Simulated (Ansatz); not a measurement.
Subject: the formation energy of C_i in Pt (fcc, Fm-3m). Reaction: C (graphite) + 32 Pt (fcc) → cell A.

Cell A: a supercell of 32 sites of Pt (fcc, Fm-3m) with C off the lattice sites (6 Pt at 2.04 Å); spin state with PBE: run without spin, k-point mesh 5×5×5.
```
CELL_PARAMETERS angstrom
      7.86036     0.00000     0.00000
      0.00000     7.86036     0.00000
      0.00000     0.00000     7.86036
ATOMIC_POSITIONS crystal
  Pt 0.00033 0.00000 0.00000
  Pt 0.00248 0.24752 0.24752
  Pt 0.25000 0.00000 0.24967
  Pt 0.25000 0.24967 0.00000
  Pt 0.00228 0.00000 0.50000
  Pt 0.00248 0.24752 0.75248
  Pt 0.25000 0.00000 0.75033
  Pt 0.25000 0.24772 0.50000
  Pt 0.00228 0.50000 0.00000
  Pt 0.00248 0.75248 0.24752
  Pt 0.25000 0.50000 0.24772
  Pt 0.25000 0.75033 0.00000
  Pt 0.00985 0.50000 0.50000
  Pt 0.00248 0.75248 0.75248
  Pt 0.25000 0.50000 0.75228
  Pt 0.25000 0.75228 0.50000
  Pt 0.49967 0.00000 0.00000
  Pt 0.49752 0.24752 0.24752
  Pt 0.75000 0.00000 0.24772
  Pt 0.75000 0.24772 0.00000
  Pt 0.49772 0.00000 0.50000
  Pt 0.49752 0.24752 0.75248
  Pt 0.75000 0.00000 0.75228
  Pt 0.75000 0.24015 0.50000
  Pt 0.49772 0.50000 0.00000
  Pt 0.49752 0.75248 0.24752
  Pt 0.75000 0.50000 0.24015
  Pt 0.75000 0.75228 0.00000
  Pt 0.49015 0.50000 0.50000
  Pt 0.49752 0.75248 0.75248
  Pt 0.75000 0.50000 0.75985
  Pt 0.75000 0.75985 0.50000
  C  0.75000 0.50000 0.50000
```

Reference: C (graphite, P6₃/mmc), 4 atoms in the cell, k-point mesh 18×18×6 on the run's own vectors. Conventional cell: a = b = 2.465 Å, c = 6.742 Å, α = β = 90.00°, γ = 120.00°.

Reference: Pt (fcc, Fm-3m), 32 atoms in the cell, a perfect crystal on lattice vectors that match the other cells', k-point mesh 5×5×5 on the run's own vectors.

Plane-wave PAW calculations with Ansatz (a quantum-chemistry and plane-wave program), its default PAW set, cutoff 420 eV, 500 eV for r2SCAN. The structures are at rest with PBE+D3(BJ), within the held lattices; other levels are single points on them. Neutral cells; Fermi-Dirac smearing of at most 0.10 eV in the solids, energies taken to zero width. The lattices are those relaxed with PBE+D3(BJ), so at other levels the solids can be strained, which adds to the spread. Larger cells are relaxed from a start prepared with the learned potential CHGNet, on a coarser mesh till forces fall under 0.03 eV/Å, which some starts already meet. A dispersion term (D3(BJ), or D4 for r2SCAN) was computed beside these levels and is taken off wherever the name lacks it. Nuclei at rest; no vibrational terms. Cells are local rest points, mostly with their start's symmetry. The runs are scalar-relativistic, without spin-orbit coupling. Values are for these cell sizes. Mesh and cell size may move defect energies by 0.1 eV or more. Cell A has symmetry Pm-3m and got no random move, so less symmetric positions, which may lie lower, weren't tried.

Problem. Estimate the value that PBE returns for this input.

Solution. 2.48 eV, for C (graphite) + 32 Pt (fcc) → cell A.

Problem. How does the value move with the functional?

Solution. 
```
Functional  value (eV)  less PBE
----------  ----------  --------
r2SCAN            2.25     -0.23
r2SCAN+D4         2.15     -0.33
```

The levels span 0.33 eV, from r2SCAN+D4 (2.15) to PBE (2.48).
